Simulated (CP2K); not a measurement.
Band structure of ZrS2 (P-3m1, 3 atoms in the cell).

```xyz
3
Lattice="3.6441 0.0000 0.0000 -1.8221 3.1559 0.0000 0.0000 0.0000 5.9638" Properties=species:S:1:pos:R:3 pbc="T T T"
Zr     0.0000     0.0000     0.0000
S      1.8221     1.0520     4.5449
S      0.0000     2.1039     1.4188
```

Method: LDA (Pade form), GPW, DZVP-MOLOPT-SR-GTH basis, GTH-PADE potentials (GTH_POTENTIALS) (CP2K 2026.2).

Settings: CUTOFF = 500 Ry; REL_CUTOFF = 50 Ry; KPOINTS/SCHEME = MONKHORST-PACK 5 5 3; XC_FUNCTIONAL = PADE; Zr/BASIS_SET = DZVP-MOLOPT-SR-GTH-q12; Zr/POTENTIAL = GTH-PADE-q12; S/BASIS_SET = DZVP-MOLOPT-SR-GTH-q6; S/POTENTIAL = GTH-PADE-q6; METHOD = GPW; EPS_DEFAULT = 1e-10; EXTRAPOLATION = USE_GUESS; NGRIDS = 5; SCF_GUESS = ATOMIC; EPS_SCF = 1e-06.

The starting cell comes from a database of computed structures (which also holds hypothetical and non-ambient phases and stackings), without a prior relaxation at this level. Its lattice was rescaled by a random factor within 2.5 % of one. Values carry the incompleteness of an atom-centred basis.

### Question
Predict the gap along the standard path and the places of the band edges.

### Answer
The gap along the path is 0.86 eV, from a point between K and Γ to L; the smallest direct gap on it is 1.51 eV.

Levels in eV from the top of the valence band on the SCF mesh, bands 9 to 13:
```json
[
 {"point": "Γ", "9": "-2.92", "10": "-0.03", "11": "-0.03", "12": "0.00", "13": "1.51"},
 {"point": "M", "9": "-2.56", "10": "-2.49", "11": "-1.72", "12": "-1.17", "13": "1.12"},
 {"point": "K", "9": "-3.46", "10": "-2.04", "11": "-2.04", "12": "-1.43", "13": "2.16"},
 {"point": "A", "9": "-2.89", "10": "-1.71", "11": "-0.14", "12": "-0.14", "13": "1.48"},
 {"point": "L", "9": "-2.68", "10": "-2.31", "11": "-0.95", "12": "-0.76", "13": "0.92"},
 {"point": "H", "9": "-3.16", "10": "-1.92", "11": "-1.79", "12": "-1.79", "13": "2.28"}
]
```

Higher empty bands are left out: an atom-centred basis made for the valence describes them poorly.
